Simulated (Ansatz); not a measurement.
An Ansatz (a first-principles code) run: SnO with a change (biaxial strain −0.73 %, plane normal [001], relaxed out of plane); r2SCAN+rVV10/PAW in Ansatz, no spin-orbit coupling, earlier PAW set.

Input:

Ansatz 0.2 input:
```yaml
crystal:
  lattice:
    - [3.7650498477, 0, 0]
    - [0, 3.7650498477, 0]
    - [0, 0, 4.781790657]
  atoms:
    - { symbol: Sn, position: [0.5, 0, 0.2406229668] }
    - { symbol: Sn, position: [0, 0.5, 0.7593770332] }
    - { symbol: O, position: [0, 0, 0] }
    - { symbol: O, position: [0.5, 0.5, 0] }
basis: { ecutwfc: 500, ecutrho_ratio: 4, xc_grid: 4, fft_grid_basis: typed }
kpoints: { mp_grid: { grid: [9, 9, 7] } }
hamiltonian:
  xc: r2scan
  dispersion: rvv10
  pseudopotentials: { azcp: { folder: ./paw }, kind: paw }
scf: { occupations: { method: fermi_dirac, width: 0.05 } }
relax: { f_tol: 0.005, max_steps: 50, cell: { stress_tol: 0.01, fix: [a, b, gamma] } }
output: { forces: true, stress: true }
checkpoint: { write: state.ck, write_every: 1000 }
```

Output (explanatory and most iteration lines left out):

```
Relaxation: its limit of steps is 50 (relax.max_steps)
Pseudopotential: Sn, paw, valence charge 14
Pseudopotential: O, paw, valence charge 6
Crystal: 4 atoms, lattice volume = 67.785 Å³
Basis set: ecut = 500 eV, 1697 PW (Γ), exchange–correlation on 120×120×144 points (64 copies of the dense FFT grid, shifted against one another)
Bands: 24, of which v1, the nominal top of the filled ones, is band 20 counted from 1 (19 counted from 0)
Symmetry: 16 space group operations
Space group: P4/nmm (ITA 129), of the structure as read, at distance tolerance 4.1e-5 Å
k-points: 60 of 567
Functional: x = r2scan, c = r2scan + rvv10(b = 11.95, C = 0.0093); τ floored in thin density (d = 2e-4 eV/Å³)
SCF iter   1: F=—  HF=-13210.560110 eV  |F-HF|=—  |Δ(HF+E_count)|=         —  Δρ=5.01e-2  dr2=2.13e0  dr2_τ=6.61e-2  ethr=3.10e-3  ⟨swp⟩=5.9  Hψ=7239  notcnv=0
SCF iter   2: F=—  HF=-13210.501656 eV  |F-HF|=—  |Δ(HF+E_count)|=   5.85e-2  Δρ=2.99e-2  dr2=9.30e-1  dr2_τ=9.47e-3  ethr=3.10e-3  ⟨swp⟩=2.3  Hψ=2538  notcnv=0
SCF 1 converged in 10 iterations: F = -13210.462151 eV  dr2 = 3.46e-8
relax step   1: F+E_penalty+E_count = -13210.46215113 eV  Δ(F+E_penalty+E_count) = +0.000e0 eV  max|allowed force component| = 1.110e-1 eV/Å  Δτ_max = 0.0000 Å  P = +1.344 GPa  Ω = 67.785 Å³  fix = [a, b, gamma]  reactions: a +1.746, b +1.746 GPa  (10 SCF iters, dr2 threshold 1.00e-7 eV, accepted)
[... steps on the carried basis left out ...]
relax step   4: F+E_penalty+E_count = -13210.46274554 eV  Δ(F+E_penalty+E_count) = +4.350e-6 eV  max|allowed force component| = 1.441e-5 eV/Å  Δτ_max = 0.0003 Å  P = +0.944 GPa  Ω = 67.821 Å³  energy of the carried Pulay correction = -1.067e-5 eV  fix = [a, b, gamma]  reactions: a +1.414, b +1.414 GPa  (6 SCF iters, dr2 threshold 3.37e-10 eV, accepted)
Crystal: 4 atoms, lattice volume = 67.821 Å³
SCF iter   1: F=—  HF=-13210.462758 eV  |F-HF|=—  |Δ(HF+E_count)|=         —  Δρ=2.00e-6  dr2=5.53e-10  dr2_τ=7.75e-10  ethr=1.49e-7  ⟨swp⟩=3.5  Hψ=11295  notcnv=0
SCF iter   2: F=—  HF=-13210.462758 eV  |F-HF|=—  |Δ(HF+E_count)|=   2.08e-7  Δρ=1.15e-6  dr2=4.87e-10  dr2_τ=1.65e-10  ethr=1.38e-12  ⟨swp⟩=4.0  Hψ=3829  notcnv=0
SCF 5 converged in 7 iterations: F = -13210.462758 eV  dr2 = 3.69e-13
SCF converged after 7 iterations
Free energy (F): -13210.462758 eV
Internal energy: -13210.461353 eV  (E = F + TS)
E sigma→0 (E₀):  -13210.462055 eV
Entropy (-TS):   -0.001405 eV (-0.351 meV/atom)
Fermi energy:    10.642093 eV
--- Forces (eV/Å), atoms counted from 1 ---
  atom   1  Sn     0.00000000     0.00000000     0.00000887
  atom   2  Sn     0.00000000     0.00000000    -0.00000887
  atom   3  O      0.00000000     0.00000000     0.00000000
  atom   4  O      0.00000000     0.00000000    -0.00000000
--- Stress (GPa, compression-positive) ---
        1.413252       0.000000       0.000000
        0.000000       1.413252       0.000000
        0.000000       0.000000       0.004391
  P = ⅓ Tr σ = 0.9436 GPa (9.436 kbar)
--- Relaxed structure (4 steps of the walk, 4 accepted, 1 SCFs on fresh bases) ---
  cell:  # Å, volume = 67.8208 Å³
    - [3.7650498477, 0.0, 0.0]
    - [0.0, 3.7650498477, 0.0]
    - [0.0, 0.0, 4.7843313474689655]
  atoms:
    - { symbol: Sn, position: [0.49999999999999994, -1.2488486456989411e-38, 0.24164918425716406] }
    - { symbol: Sn, position: [-1.9856693466613165e-36, 0.49999999999999994, 0.7583508157428357] }
    - { symbol: O, position: [2.0106463195752953e-36, 1.2488486456989411e-38, 6.79663125025312e-35] }
    - { symbol: O, position: [0.49999999999999994, 0.49999999999999994, -6.293177083567704e-35] }
```

The mesh was chosen for an insulator and is coarse for the gapless case. No phonon test of stability was made. The final runs are not spin-polarised. The cell was made from SnO in the litharge type structure (space group P4/nmm, No. 129; layered, stacked along the Cartesian z axis) by this change: biaxial strain −0.73 %, plane normal [001], relaxed out of plane.
